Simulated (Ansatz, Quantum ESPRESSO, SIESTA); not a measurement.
## One structure in several programs: YPd3 (Pm-3m, 4 atoms in the cell)

Relaxation of cell and atoms.

```yaml
crystal:
  lattice:
    - [4.09992, 0.00000, 0.00000]
    - [0.00000, 4.09992, 0.00000]
    - [0.00000, 0.00000, 4.09992]
  atoms:
    - { symbol: Y, position: [0.00000, 0.00000, 0.00000] }
    - { symbol: Pd, position: [0.50000, 0.50000, 0.00000] }
    - { symbol: Pd, position: [0.00000, 0.50000, 0.50000] }
    - { symbol: Pd, position: [0.50000, 0.00000, 0.50000] }
```

Shared settings, as Ansatz (a program for electronic structure) writes them: kpoints.mp_grid.grid = 7 7 7; scf.occupations.method = gaussian; scf.occupations.width = 0.272 eV. Potentials and cutoffs stand in the table.

| code | model | final volume (Å³/atom) | cutoff |
|---|---|---|---|
| Ansatz | PBEsol, PAW files made with PBE | 16.69 | 420 eV |
| Quantum ESPRESSO | PBEsol, GBRV 1.5 ultrasoft (PBESOL) pseudopotentials | 16.71 | 40 Ry |
| SIESTA | GGA PBEsol, numerical atomic orbitals DZP, PseudoDojo PBEsol standard norm-conserving potentials (rewritten from UPF to PSML) | 16.45 | grid 300 Ry |

On Ansatz's run: spin polarisation is off.

The spread over the programs that give each value: final volume within 0.26 Å³/atom.

SIESTA uses small atom-centred bases, whose incompleteness enters pressures, forces and empty levels differently from a plane-wave cutoff. The programs treat the finite-basis stress differently while the cell relaxes: Ansatz adds an estimate of it.

The starting cell comes from a database of computed structures (which also holds hypothetical and non-ambient phases and stackings), without a prior relaxation at this level.

Keys are those of Ansatz 0.2.
